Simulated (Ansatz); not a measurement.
Candidate structures of VO₂, relaxed level by level: VO2 (Cmcm, No. 63, 12 atoms in the cell; start mp-777469); VO2 (I4/mmm, No. 139, 12 atoms in the cell; start mp-20593); VO2 (Pnma, No. 62, 12 atoms in the cell; start mp-20974); rutile VO2 (high-temperature phase). Levels: PBEsol (PAW; Ansatz, a first-principles code).

Question: Rank the structures in energy at 0 K, level by level.

Answer: Lowest: PBEsol, rutile VO2 (high-temperature phase) (within 10 meV/atom of VO2 (I4/mmm, No. 139, 12 atoms in the cell; start mp-20593), too close to call). Energies above the lowest of these candidates, meV/atom:

| structure | PBEsol |
|---|---|
| rutile VO2 (high-temperature phase) | 0 |
| VO2 (I4/mmm, No. 139, 12 atoms in the cell; start mp-20593) | 5 |
| VO2 (Pnma, No. 62, 12 atoms in the cell; start mp-20974) | 54 |
| VO2 (Cmcm, No. 63, 12 atoms in the cell; start mp-777469) | 67 |

Static-lattice energies; unlike cells have unlike k meshes, which leaves some meV/atom of uncertainty, and other structures than these can lie lower.

Note: symmetry holds this phase in the static calculation, where it need not be a minimum. Note: the magnetic order was assumed, not searched for or taken from measurement. Note: the relaxation could not lower the start's symmetry, so the cell can be a saddle point above a distorted one.

A start named mp-… is a Materials Project structure, which need not be a measured phase.
